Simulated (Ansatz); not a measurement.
The reference is Sn in the diamond structure (space group Fd-3m, No. 227; relaxed with 0.1 eV smearing).

```yaml
crystal:
  lattice:
    - [0.00000, 3.32808, 3.32808]
    - [3.32808, 0.00000, 3.32808]
    - [3.32808, 3.32808, 0.00000]
  atoms:
    - { symbol: Sn, position: [0.00000, 0.00000, 0.00000] }
    - { symbol: Sn, position: [0.25000, 0.25000, 0.25000] }
```

Cartesian axes are those of the cell as printed.

Level of theory: DFT with PBE, PAW potentials and a 420 eV plane-wave cutoff in Ansatz (a quantum-chemistry and plane-wave program), scalar-relativistic without spin-orbit coupling.

Before the change:

```
Item        Value
--------  -------
Pressure  0.0 GPa
```

Perturbation: the cell is stretched by 1.00 % along z with no lateral relaxation; the atoms relax in the strained cell.

Q: What happens to the pressure?

A: The pressure (mean of the normal stresses, compression positive) goes from zero to -0.4 GPa.

Stability against distortions was not tested.
